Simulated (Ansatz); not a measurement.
The reference is Ag in the fcc (Cu type) structure (space group Fm-3m, No. 225; a = 4.0538 Å; relaxed with 0.1 eV smearing). Axes: x, y, z lie along the cube axes.

The values are results of DFT with PBEsol, PAW potentials and a 420 eV plane-wave cutoff in Ansatz (a quantum-chemistry and plane-wave program), without spin-orbit coupling, not measurements.

The change: uniaxial strain ε_zz = −3.00 %, all other strain components held at zero, atoms relaxed at fixed cell.

Question: Predict the stress tensor and what it implies for the stiffness.

Answer: Stress of the strained cell less that of the base (GPa, compression positive):
```
    3.6     0.0     0.0
    0.0     3.6     0.0
    0.0     0.0     4.8
```

Then −Δσ_ii/ε with ε = -0.0300 gives secant stiffness values (nonlinear terms included at this strain): C33 ≈ 159 GPa, C13 ≈ 120 GPa and C23 ≈ 120 GPa.

As a check, the harmonic strain energy −½ V₀ Δσ:ε is 7.4 meV/atom; the computed energy rise is 7.2 meV/atom.

No phonon test of stability was made.
